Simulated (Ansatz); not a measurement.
# A computed series for MoSi2: pressure series

The parent structure is MoSi₂ (space group I4/mmm, No. 139; a = 3.217 Å, c = 7.873 Å).

Cell and atoms are relaxed at each pressure.

Level of theory: Ansatz (an electronic-structure program), PBE, PAW, cutoff 420 eV, no spin-orbit coupling.

Two rows of this table had their results exchanged by mistake.

| pressure | volume per atom (Å³) | shortest distance (Å) | band gap |
|---|---|---|---|
| pressure −2 GPa | 13.72 | 2.602 | zero |
| pressure −1 GPa | 13.44 | 2.591 | zero |
| pressure 0.9 GPa | 13.52 | 2.594 | zero |
| pressure 2.1 GPa | 13.65 | 2.599 | zero |
| pressure 4.5 GPa | 13.30 | 2.585 | zero |
| pressure 9 GPa | 13.04 | 2.575 | zero |
| pressure 15 GPa | 12.74 | 2.563 | zero |
| pressure 22.5 GPa | 12.41 | 2.545 | zero |
| pressure 30 GPa | 12.11 | 2.525 | zero |

Q: Which two?

A: The rows for pressure −1 GPa and pressure 2.1 GPa: the volume has to fall steadily with pressure, so 13.65 Å³ belongs to pressure −1 GPa and 13.44 Å³ to pressure 2.1 GPa.

Load acts through the strain it causes; cell and atoms are relaxed under it. Whether these cells are dynamically stable was not tested. Competing high-pressure phases were not computed. The final runs are not spin-polarised.
